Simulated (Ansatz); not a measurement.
Base system: BAs in the zinc blende structure (space group F-43m, No. 216; a = 4.732 Å). Axes: x, y, z lie along the cube axes.

Computed with Ansatz (a quantum-chemistry and plane-wave program) LDA, scalar-relativistic without spin-orbit coupling.

Now apply this change: the cell is scaled by 0.9950 in all directions, atoms relaxed at fixed cell.

### Question
Predict the stress tensor and what it implies for the stiffness.

### Answer
Stress of the strained cell less that of the base (GPa, compression positive):
```
   2.28    0.00    0.00
   0.00    2.28    0.00
   0.00    0.00    2.28
```

Then B = −ΔP/(ΔV/V₀) with ΔV/V₀ = -0.0149 gives secant stiffness values (nonlinear terms included at this strain): B ≈ 153 GPa.

Stability against distortions was not tested.
